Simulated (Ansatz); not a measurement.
Consider Zn in the diamond structure (space group Fd-3m, No. 227; a = 5.658 Å; a hypothetical phase, not in the database extracts checked; relaxed with 0.1 eV smearing).

Level of theory: Ansatz (a first-principles code) PBEsol, without spin-orbit coupling.

Base values:

The pressure is 0.0 GPa and the band gap is zero.

It is then changed as follows: an isotropic linear strain of −0.76 %; the atoms relax in the strained cell.

### Question
How does this affect the energy relative to the base, pressure and band gap?

### Answer
The energy rises by 1.3 meV/atom; the pressure goes from zero to 0.9 GPa; the band gap is still zero.

No phonon test of stability was made.
